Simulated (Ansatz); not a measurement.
# HfC: response to strain

Base system: HfC in the rock salt structure (space group Fm-3m, No. 225; relaxed with 0.1 eV smearing).

```xyz
2
Lattice="0.0000 2.3203 2.3203 2.3203 0.0000 2.3203 2.3203 2.3203 0.0000" Properties=species:S:1:pos:R:3 pbc="T T T"
C      0.0000     0.0000     0.0000
Hf     2.3203     2.3203     2.3203
```

Cartesian axes are those of the cell as printed.

Strains are applied to the cell and any free atomic positions relax; under biaxial strain the out-of-plane vector relaxes too; under stress the whole cell relaxes.

Computed with Ansatz (a first-principles code), r2SCAN, PAW, cutoff 500 eV, no SOC.

Notes on the quantities. energy relative to the base: free energy F; pressure: mean of the normal stresses, compression positive.

| case | space group | energy relative to the base | pressure | volume per atom |
|---|---|---|---|---|
| base | Fm-3m (No. 225) | 0 meV/atom | 0.0 GPa | 12.49 Å³ |
| biaxial strain +1.53 %, plane normal [110], relaxed out of plane | Immm (No. 71) | +10 meV/atom | -5.4 GPa | 12.79 Å³ |
| biaxial strain −1.62 %, plane normal [111], relaxed out of plane | R-3m (No. 166) | +12 meV/atom | (withheld) | 12.19 Å³ |
| isotropic strain −4.59 % | Fm-3m (No. 225) | +0.207 eV/atom | (withheld) | 10.85 Å³ |
| isotropic strain −0.45 % | Fm-3m (No. 225) | +1.8 meV/atom | 3.4 GPa | 12.32 Å³ |
| uniaxial strain ε_xx = −3.41 % | I4/mmm (No. 139) | +27 meV/atom | 9.7 GPa | 12.07 Å³ |
| uniaxial strain ε_yy = −1.02 % | I4/mmm (No. 139) | +2.2 meV/atom | 2.6 GPa | 12.36 Å³ |
| uniaxial stress, 0.5 GPa tension along z | I4/mmm (No. 139) | 0.0 meV/atom | – | 12.50 Å³ |
| tensor shear ε_xy = +3.17 % | Immm (No. 71) | +29 meV/atom | 0.2 GPa | 12.48 Å³ |
| tensor shear ε_yz = −1.37 % | Immm (No. 71) | (withheld) | 0.0 GPa | 12.49 Å³ |

Task: Some entries are withheld; estimate them.

Result: 
- biaxial strain −1.62 %, plane normal [111], relaxed out of plane, pressure: 6.4 GPa
- isotropic strain −4.59 %, pressure: 45.3 GPa
- tensor shear ε_yz = −1.37 %, energy relative to the base: +5.5 meV/atom

A biaxial case was relaxed in a doubled cell and then solved in the primitive one. Stability under load was not tested beyond the relaxation. The final runs are not spin-polarised.
